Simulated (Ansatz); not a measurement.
## HfO2: response to strain

Consider HfO$_{2}$ (space group P4_2/nmc, No. 137; a = 3.5675 Å, c = 5.1667 Å). Axes: x, y, z lie along a, b, c of the conventional cell.

Strains are applied to the cell and any free atomic positions relax; under stress the whole cell relaxes.

Levels (all Ansatz, a program for electronic structure, PAW, earlier PAW set): PBEsol (420 eV, no spin-orbit coupling); r2SCAN (500 eV, without spin-orbit coupling); HSE06 (420 eV, scalar-relativistic without spin-orbit coupling).

Band gaps by level, all at the geometries relaxed with PBEsol:

| case | PBEsol | r2SCAN | HSE06 |
|---|---|---|---|
| base | 4.57 eV | 5.22 eV | 6.34 eV |
| isotropic strain +2.40 % | 4.43 eV | ? | 6.21 eV |
| uniaxial stress, 8 GPa tension along z | 4.61 eV | 5.27 eV | ? |

Task: Some entries are withheld; estimate them.

Result: 
- isotropic strain +2.40 %, r2SCAN: 5.06 eV
- uniaxial stress, 8 GPa tension along z, HSE06: 6.38 eV

Single points use the geometry relaxed with PBEsol. HSE06 gaps are upper bounds (no full band path). Spin-orbit coupling, missing from the scalar runs, can matter with Hf. Beyond what the load breaks, stability against distortions was not tested. This is not the structure that HfO2 has at room temperature and ambient pressure.
